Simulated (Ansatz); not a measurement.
Defect calculation: Zr vacancy in rock-salt ZrN

The numbers are results of PBE, PAW (plane waves to 420 eV; Ansatz, a program for electronic structure), not measurements. Set-up: 64-site cell; 4×4×4 shifted k-points; start: the Zr site; finite-size errors of tenths of an eV; the relaxation kept the symmetry of the starting site.

Neighbours after relaxation, in Å: of the emptied site: N 2.35, N 2.35, N 2.35, N 2.35, N 2.35, N 2.35.

Formation energies E_f are those of the neutral cell. Chemical conditions: N-rich (Δμ(Zr) = -3.46 eV; only phases computed here count, gases as isolated molecules at 0 K); Zr-rich (Δμ(Zr) = 0.00 eV; only phases computed here count, gases as isolated molecules at 0 K). Reference phases: Zr: hcp Zr.

| charge | moment (μB) | point group | largest move off a lattice site (Å) | E_f, N-rich (eV) | E_f, Zr-rich (eV) |
|---|---|---|---|---|---|
| 0 | not spin-polarised | Oh | 0.07 | -0.46 | 3.00 |

Point groups are those of the whole cell at tolerances of 0.03 and 0.1 Å ("near" where only the looser one holds); none is given for unsettled states.

All states together cost roughly 7 core-minutes.
